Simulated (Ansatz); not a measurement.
# How a calculation on BaIrF₆ (R-3, 8 atoms in the cell) responds to its settings

BaIrF6 is taken in the trigonal space group R-3, hexagonal axes (No. 148), Pearson symbol hR8. Lattice parameters: a = 7.3965 Å, b = 7.3965 Å, c = 7.2826 Å, α = 90.00°, β = 90.00°, γ = 120.00°. Ir on 3a sees 6 F at 1.936 Å (octahedral). F on 18f is surrounded by 1 Ir at 1.936 Å and 2 Ba at 2.800–2.882 Å. Ba on 3b is coordinated by 12 F at 2.800–2.882 Å (cuboctahedral). (Neighbours: up to the widest gap in distance over summed covalent radii, below 1.35, at either atom; cation-cation and far metal-metal contacts left out.)
(The calculation used a cell of 8 atoms; values per cell refer to that cell.)

Base run A: r2SCAN, default PAW files made with PBE (Ansatz, an electronic-structure program), self-consistent single point.

Its settings: basis.ecutwfc = 500 eV; kpoints.mp_grid.grid = 4 4 4; kpoints.mp_grid.shift = 0.5 0.5 0.5; hamiltonian.xc = r2scan; hamiltonian.pseudopotentials = {kind: paw} (the program's default PAW files); scf.occupations.method = methfessel_paxton; scf.occupations.width = 0.2 eV.

The starting cell comes from a database of published, mostly measured structures (it also holds non-ambient and calculated ones), without a prior relaxation at this level. Spin polarisation is off; with an odd number of electrons in the cell that forces a metal, and a magnetic state may lie lower. Ansatz's pressure includes its estimate of the finite-basis (Pulay) stress.

ΔF is the free energy per atom less that of run A. 

Run A gave: pressure (GPa) 0.77; largest force (eV/Å) 0.229; iterations 10.

Runs:
- B: scf.algorithm: default → direct_min
- C: scf.eigensolver.kind: default (the program chose band_cg) → davidson
- D: basis.precision: default → f64
- E: scf.self_checks: default → high

Q: Which runs reach the base run's state, and which is quickest in iterations?

A: Runs B, C, D, E ended on the same solution as A (within 1 meV/atom). The fewest iterations to that state were 9 (D); the most were 14.

| run | ΔF (meV/atom) | pressure (GPa) | largest force (eV/Å) | iterations |
|---|---|---|---|---|
| A | 0.00 | 0.77 | 0.229 | 10 |
| B | 0.00 | 0.77 | 0.229 | 14 |
| C | 0.00 | 0.77 | 0.229 | 10 |
| D | 0.00 | 0.77 | 0.229 | 9 |
| E | 0.00 | 0.77 | 0.229 | 10 |

Keys are those of Ansatz 0.2.
